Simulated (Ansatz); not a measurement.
Several settings converged on Al₂Ru (C2, 6 atoms in the cell)

```
Al2Ru
1.0
    0.00000     4.00978     4.41348
    2.36424     0.00000     4.41348
    2.36424     4.00978     0.00000
Al Ru
4 2
Cartesian
  1.18212   0.63403   2.20674
  1.18212   3.37576   2.20674
  2.36424   1.37086   4.41348
  2.36424   6.64870   4.41348
  3.54636   6.01468   6.67022
  2.36424   4.00978   4.41348
```

Base method: LDA (PW92), default PAW files made with PBE (plane waves; Ansatz, a quantum-chemistry and plane-wave program).

Base settings: basis.ecutwfc = 420 eV; kpoints.mp_grid.grid = 5 5 5; hamiltonian.xc = lda; hamiltonian.pseudopotentials = {kind: paw} (the program's default PAW files); scf.occupations.method = fermi_dirac; scf.occupations.width = 0.1 eV.

The count of work is k-points × plane waves × bands × iterations; it is no time. 

**The cutoff for other potential files**

Level: DFT, LDA (PW92), plane waves, harder PAW files (source: ansatz) made with PBE.

In this ladder: hamiltonian.pseudopotentials = {kind: paw, source: ansatz}.

The second cell is the first with its lattice scaled by 0.98.

The mesh stays at the base's, so the ladder's end is converged at best in this setting alone.

The first pressure column holds Ansatz's estimate of the finite-basis (Pulay) stress, which hides part of the cutoff error; the other is without it.

Only quantities that move along the ladder and can be compared are tabulated.

| basis.ecutwfc | free energy less the last step's (meV/atom) | energy of the compressed cell less the first (meV/atom) | pressure (GPa) | pressure without the Pulay estimate (GPa) | largest difference of a force vector from the last step's (eV/Å) | count of work / last |
|---|---|---|---|---|---|---|
| 405 eV | 3082.27 | -10.46 | -7.52 | -196.32 | 0.076 | 0.095 |
| 495 eV | 486.34 | -12.02 | -7.50 | -46.59 | 0.019 | 0.13 |
| 630 eV | 22.75 | -9.81 | -7.13 | -9.66 | 0.000 | 0.21 |
| 765 eV | 3.15 | -9.68 | -7.11 | -7.18 | 0.000 | 0.28 |
| 900 eV | 2.36 | -9.68 | -7.11 | -7.14 | 0.000 | 0.36 |
| 1080 eV | 1.47 | -9.68 | -7.11 | -7.14 | 0.000 | 0.41 |
| 1350 eV | 0.61 | -9.68 | -7.10 | -7.12 | 0.000 | 0.65 |
| 1800 eV | 0.00 | -9.68 | -7.10 | -7.11 | 0.000 | 1.0 |

Coarsest basis.ecutwfc that holds the energy of the compressed cell less the first within 2 meV/atom of the last step, with all finer ones: 630 eV, at 0.21 of the last step's count of work; the step before is off by 2.3 meV/atom.

Coarsest basis.ecutwfc that holds the pressure without the Pulay estimate within 0.5 GPa of the last step, with all finer ones: 765 eV, at 0.28 of the last step's count of work; the step before is off by 2.6 GPa.

State of the free energy at the end of the ladder: still drifting one way, by 1.5 meV/atom over the last two steps, so the last step is no safe reference.

The energy difference between the two cells stays within 1 meV/atom of the last step's from 630 eV on, the total only from 1350 eV on: much of the error is common to both cells and cancels.

At the lowest cutoff the pressure without the Pulay estimate lies 189 GPa under the last step's, the usual sign of Pulay stress in an incomplete plane-wave basis.

**The relaxed cell against the cutoff**

On Al2Ru (Fddd, 6 atoms in the cell): atoms on their sites.

In this ladder: relax = cell and atoms.

The mesh stays at the base's, so the ladder's end is converged at best in this setting alone.

Only quantities that move along the ladder and can be compared are tabulated.

| basis.ecutwfc | relaxed volume (Å³/atom) | relaxation steps |
|---|---|---|
| 210 eV | 12.969 | 61 |
| 250 eV | 13.494 | 24 |
| 295 eV | 13.456 | 11 |
| 355 eV | 13.394 | 7 |
| 420 eV | 13.389 | 7 |
| 505 eV | 13.390 | 5 |
| 630 eV | 13.390 | 5 |
| 840 eV | 13.390 | 5 |

Coarsest basis.ecutwfc that holds the relaxed volume within 0.013 Å³/atom of the last step, with all finer ones: 355 eV; the step before is off by 0.066 Å³/atom.

At the lowest cutoff the cell relaxes to a volume 3.1 % smaller than at the highest. Ansatz relaxes on a stress corrected for the finite basis.

On the base run: the starting cell comes from a database of computed structures (which also holds hypothetical and non-ambient phases and stackings), without a prior relaxation at this level. Its lattice was rescaled by up to half a per cent. One atom was moved a little off its site on purpose. Spin polarisation is off.

Keys are those of Ansatz 0.2.
